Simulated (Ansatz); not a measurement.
**What biaxial strain +2.40 %, plane normal [001], relaxed out of plane does to MgTe**

The parent structure is MgTe in the wurtzite structure (space group P6_3mc, No. 186; a = 4.509 Å, c = 7.338 Å). Axes: x lies along a and z along c of the hexagonal cell.

The change: biaxial strain +2.40 %, plane normal [001], relaxed out of plane (Cartesian); in-plane vectors clamped, the third vector and the atoms free.

All numbers come from LDA in Ansatz (plane waves to 420 eV, PAW, no SOC). Settings: 9×9×5 k-points, 0.05 eV Fermi–Dirac smearing.

Volume per atom: 33.10 Å³ (base 32.30 Å³)
Space group: P6_3mc (No. 186) (base P6_3mc (No. 186))
Pressure (mean of the normal stresses, compression positive): -0.94 GPa (base 0.00 GPa)
Band gap: 2.13 eV (an upper bound: an edge found on the path is not a true extremum; the base alone) (base 2.43 eV)
Out-of-plane strain: -2.26 %
Ratio −ε⊥/ε∥: 0.94
Mean in-plane stress (compression positive): -1.4 GPa

Final structure (turned so that z lies along the plane normal):

```xyz
4
Lattice="4.6171 0.0000 0.0000 2.3086 3.9985 0.0000 0.0000 0.0000 7.1720" Properties=species:S:1:pos:R:3 pbc="T T T"
Mg     2.3086     1.3328     7.1349
Mg     4.6171     2.6657     3.5489
Te     2.3086     1.3328     2.7337
Te     4.6171     2.6657     6.3197
```

With Te present, leaving out spin-orbit coupling can change the band edges. Whether these cells are dynamically stable was not tested.

Ansatz is a program for electronic structure.
